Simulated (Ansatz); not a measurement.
The starting structures come from a database of crystals and need not be the phases stable at ambient conditions.

 Where the default PAW files enter, the runs use the earlier of Ansatz's two default sets.

Inside the gap of an insulator the Bloch states are evanescent, with a wavenumber k + iκ along the transport direction.

Here is the system:

```xyz
4
Lattice="3.9302 0.0000 0.0000 -1.9651 6.5168 0.0000 1.9651 0.5926 3.3517" Properties=species:S:1:pos:R:3 pbc="T T T"
Ga     1.9651     6.4705     0.0082
Ga     0.0000     3.6019     1.6675
P      0.0000     5.9248     1.2568
As     1.9651     2.9610     2.9330
```

Space group of this cell: R3m. The cell is taken as given.

Transport runs along the normal of the first two printed cell vectors, the (101) plane of the conventional cell.

The gap is the functional's own, uncorrected, and κ follows it; spin-orbit coupling is left out. Mid-gap values are interpolated between the computed energies.

Task: Compute, with r2SCAN run with Ansatz (a program for electronic structure), the band gap and the smallest decay constant κ at mid-gap.

Result: Gap 1.46 eV on a 10×10×10 mesh; κ = 0.089 1/Å, at the zone centre.
